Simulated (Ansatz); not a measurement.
## BaHfO3: response to strain

Base system: BaHfO3 in the cubic perovskite structure (space group Pm-3m, No. 221).

```
CELL_PARAMETERS angstrom
      4.15753     0.00000     0.00000
      0.00000     4.15753     0.00000
      0.00000     0.00000     4.15753
ATOMIC_POSITIONS crystal
  Ba 0.50000 0.50000 0.50000
  Hf 0.00000 0.00000 0.00000
  O  0.00000 0.50000 0.00000
  O  0.50000 0.00000 0.00000
  O  0.00000 0.00000 0.50000
```

Cartesian axes are those of the cell as printed.

Strains are applied to the cell and any free atomic positions relax.

Computed with Ansatz (an electronic-structure program), PBEsol, PAW, cutoff 420 eV, without spin-orbit coupling.

Notes on the quantities. energy relative to the base: free energy F.

```csv
change,smallest direct gap,energy relative to the base,band gap,volume per atom,pressure
base,3.67 eV,0 meV/atom,3.58 eV,14.37 Å³,0.00 GPa
isotropic strain +4.64 %,3.55 eV,+126 meV/atom,3.30 eV,16.47 Å³,-17.02 GPa
isotropic strain +5.96 %,3.49 eV,+199 meV/atom,3.21 eV,17.10 Å³,-19.99 GPa
uniaxial strain ε_zz = +0.80 %,3.64 eV,+0.9 meV/atom,3.54 eV,14.49 Å³,-1.31 GPa
```

With Hf present, leaving out spin-orbit coupling can change the band edges. Stability against distortions was not tested. The base started in P4mm and relaxed to Pm-3m at this level.
